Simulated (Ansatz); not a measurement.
Ansatz (an electronic-structure program) run on NaCu₃ (I4/mmm, 4 atoms in the cell): self-consistent single point.

Method: LDA (PW92), default PAW files made with PBE (plane waves; Ansatz).

```xyz
4
Lattice="-1.9001 1.9001 3.9057 1.9001 -1.9001 3.9057 1.9001 1.9001 -3.9057" Properties=species:S:1:pos:R:3 pbc="T T T"
Na     0.0000     0.0000     0.0000
Cu     0.0000     1.9001     1.9529
Cu     1.9001     0.0000     1.9529
Cu     0.0000     0.0000     3.9057
```

Reference input (self-consistent single point, DFT, LDA (PW92), plane waves, default PAW files made with PBE): basis.ecutwfc = 420 eV; kpoints.mp_grid.grid = 12 12 12; hamiltonian.xc = lda; hamiltonian.pseudopotentials = {kind: paw} (the program's default PAW files); scf.occupations.method = cold; scf.occupations.width = 0.2 eV. This run's input differs from it in these lines:

Ansatz 0.2 input:
```diff
@@ -11,3 +11,3 @@
 basis:
-  ecutwfc: 420.0 eV
+  ecutwfc: 630.0 eV
 kpoints:
```

Log, with long lists cut:

```
SCF iter   1: F=—  HF=-21132.191485 eV  |F-HF|=—  |Δ(HF+E_count)|=         —  Δρ=1.87e-2  dr2=9.19e-2  ethr=1.77e-3  ⟨swp⟩=5.3  Hψ=21838  notcnv=0  defer=13
all-band conjugate gradients solve this SCF's bands
preconditioner: auto → Kerker (q_TF=auto, 2.801 Å⁻¹)
SCF iter   2: F=—  HF=-21132.166984 eV  |F-HF|=—  |Δ(HF+E_count)|=   2.45e-2  S|Δr|=    0.00e0  Δρ=2.47e-3  dr2=1.94e-3  ethr=1.39e-4  ⟨swp⟩=2.0  Hψ=11660  notcnv=0  defer=139
   [... lines left out ...]
SCF iter   7: F=—  HF=-21132.165764 eV  |F-HF|=—  |Δ(HF+E_count)|=   6.06e-6  S|Δr|=    0.00e0  Δρ=3.47e-5  dr2=1.63e-6  ethr=2.77e-8  ⟨swp⟩=2.0  Hψ=8899  notcnv=0  defer=139
SCF iter   8: F=—  HF=-21132.165764 eV  |F-HF|=—  |Δ(HF+E_count)|=   3.51e-8  S|Δr|=    0.00e0  Δρ=1.51e-5  dr2=2.24e-7  ethr=2.46e-9  ⟨swp⟩=2.0  Hψ=8800  notcnv=0  defer=139
SCF iter   9: F=-21132.165764 eV  HF=-21132.165764 eV  |F-HF|=7.21e-9  |Δ(HF+E_count)|=   5.28e-8  S|Δr|=    0.00e0  Δρ=3.74e-6  dr2=1.38e-8  ethr=1.52e-10  ⟨swp⟩=7.9  Hψ=25914  notcnv=0
SCF 1 converged in 9 iterations: F = -21132.165764 eV  dr2 = 1.38e-8
Stability not checked (fill_not_monotonic)
Free energy (F): -21132.165764 eV
Internal energy: -21132.164720 eV  (E = F + TS)
E sigma→0 (E₀):  -21132.165416 eV
Entropy (-TS):   -0.001044 eV (-0.261 meV/atom)
Fermi energy:    11.460851 eV
--- Forces (eV/Å), atoms counted from 1 ---
  atom   1  Na     0.00000000     0.00000000     0.00000000
   [... zero for the other atoms too ...]
--- Stress (GPa, compression-positive) ---
       -7.528040       0.000000       0.000000
        0.000000      -7.528040      -0.000000
        0.000000       0.000000      -7.867982
  P = ⅓ Tr σ = -7.6414 GPa (-76.414 kbar)
  The stress holds the Pulay correction. Without it, at fixed plane waves, as pw.x and ABINIT print it: P = -7.6533 GPa
```

The run converged in 9 iterations. Against the reference run the free energy drops by 1.4 meV/atom and the pressure stays at -7.64 GPa.

The starting cell comes from a database of computed structures (which also holds hypothetical and non-ambient phases and stackings), without a prior relaxation at this level. Spin polarisation is off. Ansatz's pressure includes its estimate of the finite-basis (Pulay) stress.
